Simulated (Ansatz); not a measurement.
We consider C (model structure, P4₂/ncm, No. 138, 12 atoms in the cell), described by PBEsol in Ansatz (plane waves, PAW).

Output (set-up and result lines):

```
Crystal: 12 atoms, lattice volume = 70.442 Å³
Basis set: ecut = 520 eV, 1863 PW (Γ), exchange–correlation on 54×54×96 points (8 copies of the dense FFT grid, shifted against one another)
Bands: 36, of which v1, the nominal top of the filled ones, is band 24 counted from 1 (23 counted from 0)
Symmetry: 16 space group operations
Space group: P42/ncm (ITA 138), of the structure as read, at distance tolerance 4.1e-5 Å
k-points: 84 of 600
Functional: x = pbesol(κ = 0.804, μ = 0.12345679012345678), c = pbesol(β = 0.046)
SCF iter   1: F=—  HF=-2958.655312 eV  |F-HF|=—  |Δ(HF+E_count)|=         —  Δρ=8.65e-3  dr2=4.22e-2
SCF iter   2: F=—  HF=-2958.643124 eV  |F-HF|=—  |Δ(HF+E_count)|=   1.22e-2  Δρ=3.34e-3  dr2=5.52e-3
  ...
SCF iter   5: F=—  HF=-2958.642091 eV  |F-HF|=—  |Δ(HF+E_count)|=   4.30e-6  Δρ=8.64e-6  dr2=2.15e-8
SCF iter   6: F=-2958.642091 eV  HF=-2958.642091 eV  |F-HF|=7.39e-10  |Δ(HF+E_count)|=   1.26e-8  Δρ=1.86e-6  dr2=7.37e-10
SCF 1 converged in 6 iterations: F = -2958.642091 eV  dr2 = 7.37e-10
SCF converged after 6 iterations
Free energy (F): -2958.642091 eV
Internal energy: -2958.642091 eV  (E = F + TS)
E sigma→0 (E₀):  -2958.642091 eV
Fermi energy:    13.281515 eV
--- Forces (eV/Å), atoms counted from 1 ---
  atom   1  C     -0.00024350    -0.00024350    -0.00027873
  atom   2  C      0.00024350     0.00024350    -0.00027873
  atom   3  C      0.00024350    -0.00024350    -0.00027873
  atom   4  C     -0.00024350     0.00024350    -0.00027873
  atom   5  C      0.00024350    -0.00024350     0.00027873
  atom   6  C     -0.00024350     0.00024350     0.00027873
  atom   7  C     -0.00024350    -0.00024350     0.00027873
  atom   8  C      0.00024350     0.00024350     0.00027873
  atom   9  C      0.00000000     0.00000000     0.00000000
  atom  10  C      0.00000000    -0.00000000     0.00000000
  atom  11  C     -0.00000000     0.00000000     0.00000000
  atom  12  C      0.00000000     0.00000000     0.00000000
--- Stress (GPa, compression-positive) ---
       -0.000285       0.000000       0.000000
        0.000000      -0.000285       0.000000
        0.000000       0.000000      -0.017550
  P = ⅓ Tr σ = -0.0060 GPa (-0.060 kbar)
```

### Question
Write an input file that could have produced this run (the log leaves some choices open).

### Answer
One answer among several that fit: 
Ansatz 0.2 input:
```yaml
crystal:
  lattice:
    - [3.4106810636, 0.0, 0.0]
    - [0.0, 3.4106810636, 0.0]
    - [0.0, 0.0, 6.0555003778]
  atoms:
    - { symbol: C, position: [0.8321037448, 0.3321037448, 0.3595437135] }
    - { symbol: C, position: [0.1678962552, 0.6678962552, 0.3595437135] }
    - { symbol: C, position: [0.1678962552, 0.3321037448, 0.8595437135] }
    - { symbol: C, position: [0.8321037448, 0.6678962552, 0.8595437135] }
    - { symbol: C, position: [0.6678962552, 0.8321037448, 0.6404562865] }
    - { symbol: C, position: [0.3321037448, 0.1678962552, 0.6404562865] }
    - { symbol: C, position: [0.3321037448, 0.8321037448, 0.1404562865] }
    - { symbol: C, position: [0.6678962552, 0.1678962552, 0.1404562865] }
    - { symbol: C, position: [0.0, 0.0, 0.5] }
    - { symbol: C, position: [0.5, 0.5, 0.0] }
    - { symbol: C, position: [0.5, 0.5, 0.5] }
    - { symbol: C, position: [0.0, 0.0, 0.0] }
basis:
  ecutwfc: 520
  ecutrho_ratio: 4
  xc_grid: 2
kpoints:
  mp_grid: { grid: [10, 10, 6] }
  band_path:
    path:
      - [0.0, 0.0, 0.0]
      - [0.0, 0.055556, 0.0]
      - [0.0, 0.111111, 0.0]
      - [0.0, 0.166667, 0.0]
      - [0.0, 0.222222, 0.0]
      - [0.0, 0.277778, 0.0]
      - [0.0, 0.333333, 0.0]
      - [0.0, 0.388889, 0.0]
      - [0.0, 0.444444, 0.0]
      - [0.0, 0.5, 0.0]
      - [0.055556, 0.5, 0.0]
      - [0.111111, 0.5, 0.0]
      - [0.166667, 0.5, 0.0]
      - [0.222222, 0.5, 0.0]
      - [0.277778, 0.5, 0.0]
      - [0.333333, 0.5, 0.0]
      - [0.388889, 0.5, 0.0]
      - [0.444444, 0.5, 0.0]
      - [0.5, 0.5, 0.0]
      - [0.461538, 0.461538, 0.0]
      - [0.423077, 0.423077, 0.0]
      - [0.384615, 0.384615, 0.0]
      - [0.346154, 0.346154, 0.0]
      - [0.307692, 0.307692, 0.0]
      - [0.269231, 0.269231, 0.0]
      - [0.230769, 0.230769, 0.0]
      - [0.192308, 0.192308, 0.0]
      - [0.153846, 0.153846, 0.0]
      - [0.115385, 0.115385, 0.0]
      - [0.076923, 0.076923, 0.0]
      - [0.038462, 0.038462, 0.0]
      - [0.0, 0.0, 0.125]
      - [0.0, 0.0, 0.25]
      - [0.0, 0.0, 0.375]
      - [0.0, 0.0, 0.5]
      - [0.0, 0.055556, 0.5]
      - [0.0, 0.111111, 0.5]
      - [0.0, 0.166667, 0.5]
      - [0.0, 0.222222, 0.5]
      - [0.0, 0.277778, 0.5]
      - [0.0, 0.333333, 0.5]
      - [0.0, 0.388889, 0.5]
      - [0.0, 0.444444, 0.5]
      - [0.0, 0.5, 0.5]
      - [0.055556, 0.5, 0.5]
      - [0.111111, 0.5, 0.5]
      - [0.166667, 0.5, 0.5]
      - [0.222222, 0.5, 0.5]
      - [0.277778, 0.5, 0.5]
      - [0.333333, 0.5, 0.5]
      - [0.388889, 0.5, 0.5]
      - [0.444444, 0.5, 0.5]
      - [0.5, 0.5, 0.5]
      - [0.461538, 0.461538, 0.5]
      - [0.423077, 0.423077, 0.5]
      - [0.384615, 0.384615, 0.5]
      - [0.346154, 0.346154, 0.5]
      - [0.307692, 0.307692, 0.5]
      - [0.269231, 0.269231, 0.5]
      - [0.230769, 0.230769, 0.5]
      - [0.192308, 0.192308, 0.5]
      - [0.153846, 0.153846, 0.5]
      - [0.115385, 0.115385, 0.5]
      - [0.076923, 0.076923, 0.5]
      - [0.038462, 0.038462, 0.5]
      - [0.0, 0.5, 0.125]
      - [0.0, 0.5, 0.25]
      - [0.0, 0.5, 0.375]
      - [0.5, 0.5, 0.125]
      - [0.5, 0.5, 0.25]
      - [0.5, 0.5, 0.375]
    npoints: 1
hamiltonian:
  xc: pbesol
  dispersion: none
  pseudopotentials: { kind: paw }
scf:
  occupations: { method: fermi_dirac, width: 0.01 }
  convergence: { dr2_threshold: 0.0000000012 }
output:
  forces: true
  stress: true
  eigenvalues: true
  write_bands: true
```

The PAW data were made under PBE.

Note: the relaxation could raise the start's symmetry but not lower it, so the cell can be a saddle point.

A model structure was made by putting elements into a prototype or built by hand; it is no filed structure, need not be a known phase, and can be a saddle point held by its symmetry.

Ansatz is a quantum-chemistry and plane-wave program.
